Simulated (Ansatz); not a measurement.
**The (001) surface of zinc-blende GaN (a metastable polymorph) (in the relaxation 2 Ga–Ga bonds formed), α(2x4): two N dimers and two Ga-Ga bonds (bottom of the slab: anion dimers, one H a dimer)**

All values below come from PBE (plane waves to 420 eV, PAW; Ansatz, an electronic-structure program).

Set-up: 72 atoms, 9.7 Å thick at the start with caps and adatoms (thin: gaps and levels are the slab's own); mesh 4x2x1; 0.025 eV smearing; dipole correction on; 16 atoms held, the rest relaxed; no symmetry held; no spin, no spin-orbit, no U. It is one candidate, not shown to be the stable structure of the face.

```yaml
gap_of_the_slab_on_its_k_mesh: 0.41 eV
highest_filled_level_below_the_top_vacuum_level: 4.33 eV
energy_released_by_relaxation: 6.39 eV
```
